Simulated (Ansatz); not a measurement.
Structures of equal composition on the (111)B surface of zinc-blende AlP (P plane on top): 2x2 In adatom at H3; 2x2 In adatom at T4. The slabs share one bottom face, and each structure is named by its start. These are constructed structures in small cells; real faces may alloy, dewet or reconstruct in larger ones, and not all known structures of the face are among them. Slabs of about 17 Å, Fermi-Dirac smearing of 0.025 eV. Bottom of the slabs: H caps. Relaxed from the named starts with such symmetry as they have, on meshes of like density; energies extrapolated to zero smearing; spin only where a row says so; no spin-orbit coupling, no U. Brackets mark spin-polarised runs, whose order is one that fits the cell. Where a second, spin-polarised start was run, the lower counts.

Level of theory: PBE (plane waves to 420 eV, PAW; Ansatz, a quantum-chemistry and plane-wave program).

Task: Put the candidates in order of energy per 1x1 cell, lowest first, for PBE.

Result: 2x2 In adatom at H3 (0.000 eV, gap 0.71 eV on the mesh), 2x2 In adatom at T4 (0.053 eV, gap 0.56 eV on the mesh)
